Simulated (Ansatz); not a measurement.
Take Cu₂O (space group Pn-3m, No. 224; a = 4.222 Å) as the base.

Modification: every lattice vector is stretched by 0.98 %; the atoms relax in the strained cell.

Levels (all Ansatz, a program for electronic structure, PAW): PBEsol (420 eV, no SOC); r2SCAN (500 eV, no spin-orbit coupling).

The geometry is relaxed with PBEsol.

PBEsol lowest conduction level above the VBM at special points: Γ 0.49 eV; M 1.85 eV; X 2.21 eV; R 2.37 eV
PBEsol width of the top valence band: 0.73 eV
PBEsol gap character: direct at Γ

Q: What does r2SCAN give at this geometry for the lowest conduction level above the VBM at special points, width of the top valence band and gap character?

A: The lowest conduction level above the VBM at special points changes from Γ 0.49 eV; M 1.85 eV; X 2.21 eV; R 2.37 eV to Γ 0.76 eV; M 2.19 eV; X 2.51 eV; R 2.72 eV; the width of the top valence band rises by 0.022 eV, from 0.73 eV to 0.76 eV; the gap character stays direct at Γ.

Single points use the geometry relaxed with PBEsol. Stability against distortions was not tested. No Hubbard U is applied. The final runs are not spin-polarised.
